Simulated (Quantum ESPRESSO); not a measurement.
Input and output of a self-consistent single point for WO2F (Cc, 8 atoms in the cell) (Quantum ESPRESSO).

Level of theory: LDA (PZ), GBRV 1.5 ultrasoft (LDA) pseudopotentials (plane waves; Quantum ESPRESSO 7.5).

```
CELL_PARAMETERS angstrom
      4.68708    -2.75265     0.00000
      4.68708     2.75265     0.00000
     -3.34974     0.00000     4.51696
ATOMIC_POSITIONS crystal
  W  0.25084 0.80310 0.84248
  W  0.80310 0.25084 0.34248
  O  0.06309 0.50401 0.59702
  O  0.50401 0.06309 0.09702
  O  0.01009 0.03815 0.60150
  O  0.03815 0.01009 0.10150
  F  0.53048 0.55782 0.59535
  F  0.55782 0.53048 0.09535
```
Moments meant for the start (each program seeds them in its own way; μB, in the order of the atoms W W O O O O F F): 1.0 1.0 0.0 0.0 0.0 0.0 0.0 0.0.

Reference input (self-consistent single point, DFT, LDA (PZ), plane waves, GBRV 1.5 ultrasoft (LDA) pseudopotentials): ecutwfc = 40 Ry; ecutrho = 320 Ry; occupations = smearing; smearing = methfessel-paxton; degauss = 0.0073499 Ry; nspin = 2; potentials = {W: w_lda_v1.2.uspp.F.UPF, O: o_lda_v1.2.uspp.F.UPF, F: f_lda_v1.4.uspp.F.UPF}; K_POINTS = automatic 5 5 5 0 0 0; conv_thr = 1e-09 Ry; mixing_beta = 0.4. This run's input differs from it in these lines:

```diff
@@ -12,4 +12,4 @@
    ntyp = 3
-   ecutwfc = 40
-   ecutrho = 320
+   ecutwfc = 80
+   ecutrho = 640
    occupations = 'smearing'
```

Output, abridged:

```
     Self-consistent Calculation

     iteration #  1     ecut=    80.00 Ry     beta= 0.40

     negative rho (up, down):  6.430E-02 5.853E-02

     total energy              =    -544.42379606 Ry
     estimated scf accuracy    <       2.38932837 Ry

     total magnetization       =     0.41 Bohr mag/cell
     absolute magnetization    =     0.50 Bohr mag/cell

     iteration #  2     ecut=    80.00 Ry     beta= 0.40

     negative rho (up, down):  6.500E-02 6.046E-02

     total energy              =    -545.05125097 Ry
     estimated scf accuracy    <       0.65727212 Ry

     total magnetization       =     0.19 Bohr mag/cell
   [... lines left out ...]

     iteration # 13     ecut=    80.00 Ry     beta= 0.40

     negative rho (up, down):  6.394E-02 6.394E-02

     Magnetic moment per site  (integrated on atomic sphere of radius R)
     atom   1 (R=0.141)  charge=  8.1039  magn=  0.0000
     atom   2 (R=0.141)  charge=  8.1039  magn=  0.0000
     atom   3 (R=0.141)  charge=  5.1829  magn= -0.0000
     atom   4 (R=0.141)  charge=  5.1829  magn= -0.0000
     atom   5 (R=0.141)  charge=  5.1823  magn= -0.0000
     atom   6 (R=0.141)  charge=  5.1823  magn= -0.0000
     atom   7 (R=0.158)  charge=  6.6553  magn=  0.0000
     atom   8 (R=0.158)  charge=  6.6553  magn=  0.0000
     End of self-consistent calculation

     the Fermi energy is     7.3226 ev

!    total energy              =    -545.17572887 Ry
     estimated scf accuracy    <          2.7E-10 Ry
     smearing contrib. (-TS)   =       0.00017257 Ry
     internal energy E=F+TS    =    -545.17590145 Ry

     total magnetization       =    -0.00 Bohr mag/cell
     absolute magnetization    =     0.00 Bohr mag/cell

     convergence has been achieved in  13 iterations

     negative rho (up, down):  6.394E-02 6.394E-02

     Forces acting on atoms (cartesian axes, Ry/au):

     atom    1 type  1   force =     0.02241168    0.02865932    0.02155202
     atom    2 type  1   force =     0.02241168   -0.02865932    0.02155202
     atom    3 type  2   force =    -0.01623420    0.01683279   -0.01057592
   [... lines left out ...]
     Total force =     0.073445     Total SCF correction =     0.000015
   [... lines left out ...]

     negative rho (up, down):  6.394E-02 6.394E-02
          total   stress  (Ry/bohr**3)                   (kbar)     P=      -68.50
  -0.00038689   0.00000000   0.00016820          -56.91        0.00       24.74
   0.00000000  -0.00050542   0.00000000            0.00      -74.35        0.00
   0.00016820   0.00000000  -0.00050465           24.74        0.00      -74.24

   JOB DONE.
```

The run converged in 13 iterations. Against the reference run the free energy goes down by 29.7 meV/atom, the pressure goes from -7.88 to -6.85 GPa and the largest force moves little (1.082 to 1.087 eV/Å). The full log also holds: “c_bands:  1 eigenvalues not converged”. The full log also holds: “WARNING: integrated charge=    65.99963022, expected=    66.00000000”.

The starting cell comes from a database of computed structures (which also holds hypothetical and non-ambient phases and stackings), without a prior relaxation at this level. Its lattice was rescaled by a random factor within 2.5 % of one. Spin-orbit coupling is off. The starting moments vanished: the run ended non-magnetic. Forces in this geometry exceed 1 eV/Å.

Cost on one core of a shared machine: roughly 20 min.
